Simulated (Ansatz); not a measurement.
Base system: BAs in the zinc blende structure (space group F-43m, No. 216).

BAs has the cubic space group F-43m (No. 216), the zinc blende structure, Pearson symbol cF8. Conventional cell: a = b = c = 4.8094 Å, α = β = γ = 90.00°. As on 4c has 4 B at 2.083 Å (tetrahedral). B on 4a has 4 As at 2.083 Å (tetrahedral). (Neighbours: up to the widest gap in distance over summed covalent radii, below 1.35, at either atom.)
(The calculation used a cell of 2 atoms; values per cell refer to that cell.)

Calculations: PBE, PAW, 420 eV (Ansatz, a quantum-chemistry and plane-wave program; no spin-orbit coupling), earlier PAW set.

One change was made to it. Results:

The smallest direct gap goes up by 0.223 eV to 3.48 eV; the band gap decreases by 0.18 eV to 1.03 eV; the hole mass (degenerate bands, along [100]) changes from 0.21, 0.24, 0.24 mₑ (at Γ) to 0.21, 0.21, 0.29 mₑ (at Γ); the density rises by 0.91 g/cm³ (5.12 g/cm³ → 6.03 g/cm³).

Problem. Which of these changes matches the shifts?
A. pressure 100 GPa
B. pressure 30 GPa
C. pressure 7 GPa

Solution. B, pressure 30 GPa. For comparison, the band gap in the other runs: pressure 7 GPa gives 1.16 eV; pressure 100 GPa gives 0.79 eV.

Load acts through the strain it causes; cell and atoms are relaxed under it. Effective masses come from finite differences of ±0.01 Å⁻¹. Stability against distortions was not tested. No other phases were tried under pressure.
